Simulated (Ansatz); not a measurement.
How the smallest direct gap on the k points sampled of GaAl3N4 (model structure, P3m1, No. 156, 8 atoms in the cell) moves with the method

No measured value is used here.

```tsv
level (code)	value (eV)	cell (Å³/atom)
LDA (Ansatz)	3.56	10.43
PBEsol (Ansatz)	?	10.69
r²SCAN (Ansatz)	3.91	10.65
```

**Question.** Fill in the missing entries.

**Answer.** 
- PBEsol (Ansatz, a program for electronic structure), value (eV): 3.28

Computed values are for a static lattice. Spin–orbit coupling is included only where a level's name says +SOC; with heavier elements it mostly lowers gaps and can invert bands.  Each level is taken at its own relaxed cell. Cutoffs differ between the levels. Ansatz's density-functional and Hartree–Fock values are scalar-relativistic unless marked +SOC, with PAW data made under PBE.

A model structure was made by putting elements into a prototype or built by hand; it is no filed structure, need not be a known phase, and can be a saddle point held by its symmetry.
